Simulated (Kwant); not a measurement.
Model system: quantum point contact (saddle potential) in a In0.53Ga0.47As two-dimensional gas. Effective mass 0.041 mₑ, grid spacing 1.7 nm, hard walls, nominal width 40 nm (23 grid rows, so walls 40.8 nm apart), one parabolic valley, scattering region 120 nm long along x; energies count from the band bottom; Fermi energy 0.1 eV. Potential (V0 + ½k y²) cos²(πx/L) for |x| < L/2, with V0 swept from 0.105 to 0 eV, k = 0.0022 eV/nm², L = 28 nm.

The device is made up for the run: typed textbook-type constants, with dimensions and the other settings drawn at random.

Computed with Kwant: effective-mass tight-binding model on a square grid, one spin, coherent transport at 0 K. Conductance is in e²/h.

Sweep values stay those of the base run.

The length of the gated region was swept, all else fixed.

| length of the gated region (nm) | G (e²/h) at V0 = 53.26 meV | G (e²/h) at V0 = 79.13 meV | G (e²/h) at V0 = 27.39 meV | mean G (e²/h) over the sweep |
|---|---|---|---|---|
| 7 | 1.60 | 1.29 | 1.93 | 1.62 |
| 14 | 0.91 | 0.54 | 1.31 | 0.95 |
| 20 | 0.81 | 0.36 | 1.17 | 0.81 |
| 28 | 0.86 | 0.27 | 1.09 | 0.76 |
| 36 | 0.91 | 0.23 | 1.04 | 0.75 |

From the first row to the last the G at V0 = 53.26 meV goes from 1.60 to 0.91. From the first row to the last the G at V0 = 79.13 meV goes from 1.29 to 0.23.
